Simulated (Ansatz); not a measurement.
**CdS: energy against strain**

CdS (wurtzite, P6_3mc, 24.705 Å³/atom and stress up to 0.01 GPa in the relaxed cell, c along z) under an equal strain ε in the (0001) plane with the normal axis free, as in a coherent film. PBEsol in Ansatz, a plane-wave DFT program (PAW, default set), 420 eV, 9×9×5 Γ-centred mesh, Fermi-Dirac smearing 0.05 eV; ions are relaxed, or left where forces stay under 0.02 eV/Å, within the symmetry of each cell.

Here s stands for strain and y for E less E0.

| strain (%) | E less E0 (meV/atom) |
|---|---|
| -3.00 | ? |
| -1.20 | 2.09 |
| -0.60 | 0.51 |
| 0.00 | 0.00 |
| 0.60 | 0.55 |
| 1.20 | 2.14 |

Fit y of the 5 rows that show it with a parabola. Least squares gives y = 0.001 + 0.0233·s + 1.4683·s². Residuals (row less fit): 0.003, -0.006, -0.001, 0.006, -0.003; standard error 0.007 (degrees of freedom: 2). The quadratic coefficient over the volume, 1.4683 meV × 10⁴ × 0.1602 / 24.705 Å³, is the biaxial elastic modulus of this plane = 95.2 ± 0.3 GPa (± standard error of the fit, which holds the terms cut off).

Task: Estimate the missing y (s = -3.00); what did the run itself give?

Result: y = 0.001 + 0.0233 × (-3.0) + 1.4683 × (-3.0)² = 13.146 meV/atom. The calculation gives 13.40 meV/atom, 0.254 meV/atom above the prediction (1.9 % of the range of y in the table). The row lies outside the fitted rows, so this is an extrapolation. From the scatter of the fitted rows alone, a prediction at this place has a standard error of 0.044 meV/atom, so the miss is 5.8 times that.

A polynomial of degree 3 through the 10 other runs of the series gives 13.45 there, so most of the miss is curvature that the fit leaves out. Rows are the converged runs of the series near zero and its far end; series whose fitted rows scatter by over a few per cent of the range, as at a crossing or softening among them, aren't shown in this form, nor equations of state whose B0' disagrees with the runs' pressures. Most that stay on the fit to the last digits aren't either.
